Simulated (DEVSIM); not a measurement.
# Al0.2Ga0.8As/GaAs n-p heterojunction

System: Al0.2Ga0.8As/GaAs n-p heterojunction, at 300 K.

```
layer (left to right)      material  thickness (μm)  Nd (cm⁻³)  Na (cm⁻³)  τn (s)  τp (s)
---------------------  ------------  --------------  ---------  ---------  ------  ------
1                      Al0.2Ga0.8As            1.90     3.4e16          -  1.4e-9  4.2e-8
2                              GaAs            1.50          -     3.3e17  1.4e-9  1.4e-9
```

Left contact: ohmic. Right contact: ohmic. Voltage is applied to the left contact. Recombination: SRH at mid-gap, radiative, Auger. Mobility is constant in doping.

The device is made up for the run: typed textbook-type constants, with dimensions and the other settings drawn at random. Values at 300 K.

```
parameter      Al0.2Ga0.8As    GaAs
-------------  ------------  ------
gap (eV)             1.6734   1.424
affinity (eV)         3.912    4.07
permittivity          12.33    12.9
Nc (cm⁻³)           6.04e17  4.7e17
Nv (cm⁻³)              9e18    9e18
μn (cm²/Vs)            4980    8500
μp (cm²/Vs)             250     400
B (cm³/s)             2e-10   2e-10
Cn (cm⁶/s)            1e-30   1e-30
Cp (cm⁶/s)            1e-30   1e-30
```

Simulated with DEVSIM: 1D drift-diffusion, Boltzmann statistics, complete ionisation; no tunnelling, impact ionisation, image-force lowering or self-heating. Band offsets follow the typed affinities; no thermionic-emission limit at abrupt steps, no polarisation charge.

```
Item                                                Result
---------------------------------------------  -----------
Potential step across the device at zero bias      1.422 V
Largest field in the device at zero bias       110000 V/cm
Dark forward voltage at 1 A/cm²                    1.044 V
Dark forward voltage at 100 A/cm²                  1.170 V
```

Small-signal capacitance in reverse bias (quasi-static):

```tsv
V (V)	C (nF/cm²)
0.04	43.8
0.1	42.9
0.2	41.5
0.3	40.3
0.4	39.1
0.6	37.1
0.8	35.3
1	33.8
1.3	31.8
1.6	30.2
2	28.3
```

Dark reverse current:

```csv
V (V),J (A/cm²)
0.04,9.0e-14
0.10,1.6e-13
0.20,2.4e-13
0.30,3.1e-13
0.40,3.9e-13
0.60,5.2e-13
0.80,6.4e-13
1.00,7.6e-13
1.30,9.2e-13
1.60,1.1e-12
2.00,1.3e-12
```
